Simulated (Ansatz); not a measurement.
Consider BiB in the CsCl type structure (space group Pm-3m, No. 221; a = 3.310 Å; a hypothetical phase, not in the database extracts checked).

Levels (all Ansatz, an electronic-structure program, PAW): PBEsol (420 eV, no spin-orbit coupling); PBEsol+SOC (420 eV, with spin-orbit coupling).

The geometry is relaxed with PBEsol.

```
Item               Value
---------------  -------
PBEsol pressure  0.0 GPa
```

Task: How does going to PBEsol+SOC change the pressure?

Result: The pressure goes from zero to 0.9 GPa.

Single points use the geometry relaxed with PBEsol. The spin-orbit shifts are approximate. Whether these cells are dynamically stable was not tested. The runs without spin-orbit coupling are not spin-polarised.
